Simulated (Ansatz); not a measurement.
Base system: SnS₂ in the CdI2 type structure (space group P-3m1, No. 164; layered, stacked along the Cartesian z axis).

```
CELL_PARAMETERS angstrom
      3.66939     0.00000     0.00000
     -1.83470     3.17779     0.00000
      0.00000     0.00000     5.80621
ATOMIC_POSITIONS crystal
  Sn 0.00000 0.00000 0.00000
  S  0.33333 0.66667 0.25460
  S  0.66667 0.33333 0.74540
```

Cartesian axes are those of the cell as printed.

Computed with PBE-D3(BJ), PAW, 420 eV (Ansatz, an electronic-structure program; no spin-orbit coupling).

Before the change:

| Item | Value |
|---|---|
| Smallest direct gap | 1.70 eV |

The change: biaxial strain −2.00 %, plane normal [001], relaxed out of plane (Cartesian); in-plane vectors clamped, the third vector and the atoms free.

Task: What does the calculation give for the out-of-plane strain after the change?

Result: The out-of-plane strain is +1.68 %.

Task: How does this affect the smallest direct gap?

Result: The smallest direct gap goes up by 0.20 eV (1.70 eV → 1.90 eV).

No phonon test of stability was made.
